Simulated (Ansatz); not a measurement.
Na under a change: Na → H

The reference is Na in the bcc (W type) structure (space group Im-3m, No. 229; a = 4.2223 Å).

It is then changed as follows: H takes the place of Na on all its sites, then cell and atoms are relaxed.

Calculations: DFT with r2SCAN, PAW potentials and a 500 eV plane-wave cutoff in Ansatz (a first-principles code), without spin-orbit coupling, earlier PAW set. k-mesh 36×36×36 (Γ-centred); smearing 0.05 eV (Fermi–Dirac), for the changed cell.

```
quantity                                  base          changed      shift
-----------------------------  ---------------  ---------------  ---------
volume per atom                       37.64 Å³          2.93 Å³  -34.71 Å³
lattice parameter a                    4.222 Å          1.802 Å   -2.420 Å
space group                    Im-3m (No. 229)  Im-3m (No. 229)          –
shortest interatomic distance          3.657 Å          1.561 Å   -2.096 Å
band gap                                  zero             zero          –
```

Final structure:

```yaml
crystal:
  lattice:
    - [-0.90096, 0.90096, 0.90096]
    - [0.90096, -0.90096, 0.90096]
    - [0.90096, 0.90096, -0.90096]
  atoms:
    - { symbol: H, position: [0.00000, 0.00000, 0.00000] }
```

Cost of the whole job for the changed cell (relaxation, final SCF and bands): about 60 core-seconds (a rough figure).

Whether these cells are dynamically stable was not tested.
